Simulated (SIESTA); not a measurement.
Worked example: self-consistent single point of Rb (Im-3m, 1 atom in the cell) in SIESTA.

Method: LDA PW92, numerical atomic orbitals DZP, PseudoDojo LDA standard norm-conserving potentials (rewritten from UPF to PSML) in SIESTA.

The change in words: lattice scaled by 0.98; MeshCutoff: 300 Ry → 135 Ry. Reference geometry:
```xyz
1
Lattice="-2.8335 2.8335 2.8335 2.8335 -2.8335 2.8335 2.8335 2.8335 -2.8335" Properties=species:S:1:pos:R:3 pbc="T T T"
Rb     0.0000     0.0000     0.0000
```

Reference input (self-consistent single point, DFT, LDA PW92, numerical atomic orbitals DZP, PseudoDojo LDA standard norm-conserving potentials (rewritten from UPF to PSML)): XC.functional = LDA; XC.authors = PW92; potentials = PseudoDojo LDA standard; PAO.BasisSize = DZP; PAO.EnergyShift = 0.01 Ry; MeshCutoff = 300 Ry; kgrid.MonkhorstPack = 8 8 8; OccupationFunction = FD; ElectronicTemperature = 0.1 eV; MaxSCFIterations = 150; SCF.Mixer.Method = Pulay; SCF.Mixer.Weight = 0.2. This run's input differs from it in these lines:

```diff
@@ -11,5 +11,5 @@
 %block LatticeVectors
-    -2.833475000    2.833475000    2.833475000
-     2.833475000   -2.833475000    2.833475000
-     2.833475000    2.833475000   -2.833475000
+    -2.776806000    2.776806000    2.776806000
+     2.776806000   -2.776806000    2.776806000
+     2.776806000    2.776806000   -2.776806000
 %endblock LatticeVectors
@@ -24,3 +24,3 @@
 PAO.EnergyShift              0.01 Ry
-MeshCutoff                   300 Ry
+MeshCutoff                   135 Ry
 %block kgrid.MonkhorstPack
```

Log, with long lists cut:

```
        iscf     Eharris(eV)        E_KS(eV)     FreeEng(eV)     dDmax    Ef(eV) dHmax(eV)
   scf:    1     -737.280971     -736.887562     -736.916055  0.465170 -2.410388  2.052841
   scf:    2     -736.945704     -736.917184     -736.945692  0.023513 -2.443356  1.510192
   scf:    3     -736.976082     -736.950197     -736.978754  0.061127 -2.532525  0.031811
   scf:    4     -736.949896     -736.950071     -736.978627  0.005349 -2.544128  0.101667
   scf:    5     -736.950334     -736.950218     -736.978768  0.004042 -2.538842  0.000263
mix: Pulay -- inversion failed, > SVD [rank/size] 3 / 4
   scf:    6     -736.950218     -736.950218     -736.978768  0.000001 -2.538840  0.000290
SCF Convergence by DM+H criterion
max |DM_out - DM_in|         :     0.0000010274
max |H_out - H_in|      (eV) :     0.0002897944
SCF cycle converged after 6 iterations

Using DM_out to compute the final energy and forces

siesta: E_KS(eV) =             -736.9502

siesta: E_KS - E_eggbox =      -736.9502

siesta: Atomic forces (eV/Ang):
     1    0.000000   -0.000000    0.000000
   Tot    0.000000   -0.000000    0.000000
   Max    0.000000
   Res    0.000000    sqrt( Sum f_i^2 / 3N )
   Max    0.000000    constrained

Stress tensor Voigt[x,y,z,yz,xz,xy] (kbar):        1.34        1.34        1.34        0.00        0.00        0.00
(Free)E + p*V (eV/cell)     -737.0505
Target enthalpy (eV/cell)     -736.9788

siesta: Program's energy decomposition (eV):
siesta: FreeEng =      -736.978768

siesta: Stress tensor (static) (eV/Ang**3):
   [... lines left out ...]
siesta: Cell volume =         85.643934 Ang**3
siesta:          -1.34138833         -1.34138833  kBar
   [... lines left out ...]

mulliken: Atomic and Orbital Populations:

Species: Rb
Atom  Qatom  Qorb
               4s      5s      5s      4py     4pz     4px     5py     5pz
               5px
   1  9.000   2.001   0.732   0.000   2.021   2.021   2.021   0.068   0.068
              0.068

mulliken: Qtot =        9.000

Mulliken Atomic Populations:
Atom #   charge [q] valence [e]  Species
     1     0.000000    9.000000  Rb
 Total     0.000000
```

The run converged in 6 iterations. Against the reference run the free energy drops by 8.5 meV/atom and the pressure goes from -0.36 to -0.13 GPa.

The starting cell has typed, rounded lattice constants, without a prior relaxation at this level. Its lattice was rescaled by up to half a per cent. For this run, on top of that: lattice scaled by 0.98. Values carry the incompleteness of an atom-centred basis.
